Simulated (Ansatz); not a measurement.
Take Si in the diamond structure (space group Fd-3m, No. 227; a = 5.4443 Å) as the base. Axes: x, y, z lie along the cube axes.

Method: r2SCAN, PAW, 500 eV (Ansatz, an electronic-structure program; without spin-orbit coupling).

Strains are applied to the cell and any free atomic positions relax; under biaxial strain the out-of-plane vector relaxes too.

One change was made to it. Results:

The smallest direct gap drops by 0.14 eV to 2.60 eV; the hole mass amounts to 0.17 mₑ out of plane, 0.24 mₑ in plane (at Γ); the band gap shrinks by 0.17 eV (0.78 eV → 0.61 eV).

Task: Which of these changes matches the shifts?
(A) biaxial strain +0.50 %, plane normal [001], relaxed out of plane
(B) biaxial strain +2.00 %, plane normal [001], relaxed out of plane
(C) biaxial strain +1.00 %, plane normal [001], relaxed out of plane

Result: C, biaxial strain +1.00 %, plane normal [001], relaxed out of plane. For comparison, the band gap in the other runs: biaxial strain +0.50 %, plane normal [001], relaxed out of plane gives 0.69 eV; biaxial strain +2.00 %, plane normal [001], relaxed out of plane gives 0.44 eV.

Masses are band curvatures over ±0.01 Å⁻¹ around the edge. No phonon test of stability was made.
